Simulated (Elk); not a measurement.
Worked example: self-consistent single point of NbAs (I4_1md, 4 atoms in the cell) in Elk.

Computed with Elk with PBEsol, all-electron FP-LAPW, Elk's shipped species files, default APW+lo basis.

```yaml
crystal:
  lattice:
    - [-1.73327, 1.73327, 5.90503]
    - [1.73327, -1.73327, 5.90503]
    - [1.73327, 1.73327, -5.90503]
  atoms:
    - { symbol: Nb, position: [0.74972, 0.74972, 0.00000] }
    - { symbol: Nb, position: [0.49972, 0.99972, 0.50000] }
    - { symbol: As, position: [0.16728, 0.16728, 0.00000] }
    - { symbol: As, position: [0.91728, 0.41728, 0.50000] }
```

Reference input (self-consistent single point, DFT, PBE, all-electron FP-LAPW, Elk's shipped species files, default APW+lo basis): xctype = 20; swidth = 0.00183747 Ha; ngridk = 8 8 8; rmtscf = 0.93; maxscl = 100. This run's input differs from it in these lines:

```diff
@@ -4,3 +4,3 @@
 xctype
-  20
+  22
```

Log, with long lists cut:

```
│ Self-consistent loop started │
│ Loop number : 1 │
 total energy                :     -12155.3635955
│ Loop number : 2 │
 total energy                :     -12155.6187967
RMS change in Kohn-Sham potential (target) :   0.2217355836     (  0.1000000000E-05)
Absolute change in total energy (target)   :   0.2552012173     (  0.1000000000E-03)
│ Loop number : 3 │
 total energy                :     -12156.4747914
RMS change in Kohn-Sham potential (target) :   0.1994854823     (  0.1000000000E-05)
Absolute change in total energy (target)   :   0.9197950053     (  0.1000000000E-03)
│ Loop number : 4 │
   [... lines left out ...]
Absolute change in total energy (target)   :   0.5360266714E-03 (  0.1000000000E-03)
│ Loop number : 14 │
 total energy                :     -12156.0539556
RMS change in Kohn-Sham potential (target) :   0.1953449121E-06 (  0.1000000000E-05)
Absolute change in total energy (target)   :   0.2673256313E-03 (  0.1000000000E-03)
│ Loop number : 15 │
 total energy                :     -12156.0539685
RMS change in Kohn-Sham potential (target) :   0.1159750606E-06 (  0.1000000000E-05)
Absolute change in total energy (target)   :   0.7974300024E-04 (  0.1000000000E-03)
Convergence targets achieved

│ Loop number : 16 │

Energies :
 Fermi                       :     0.376844410029
 total energy                :     -12156.0539815

Density of states at Fermi energy :    29.40997450
 (states/Hartree/unit cell)

Estimated indirect band gap :   0.1187038657E-02
 from k-point     68 to k-point     74
Estimated direct band gap   :   0.2955925417E-02
 at k-point     51

Charges :
 core                        :    92.00000000
 valence                     :    56.00000000
 interstitial                :    8.249404169
 muffin-tins (core leakage)
  species :    1 (Nb)
   atom    1                 :    38.69020212     (  0.3685861753E-05)
   atom    2                 :    38.69020212     (  0.3685861753E-05)
  species :    2 (As)
   atom    1                 :    31.18509579     (  0.4061828615E-03)
   atom    2                 :    31.18509579     (  0.4061828615E-03)
 total in muffin-tins        :    139.7505958
 total calculated charge     :    147.9914394
 total charge                :    148.0000000
 error                       :   0.8560633336E-02

│ Self-consistent loop stopped │
```

The run converged in 16 iterations. The count includes the last loop, which Elk runs after its targets are met. 

The starting cell comes from a database of computed structures (which also holds hypothetical and non-ambient phases and stackings), without a prior relaxation at this level. Spin polarisation is off. Values depend on the basis (sphere radii, cutoffs, local orbitals), which need not be converged. The log's line on a gap gives a spacing of levels on this mesh, which the program prints for metals too.

Cost on one core of a shared machine: roughly 2 min.
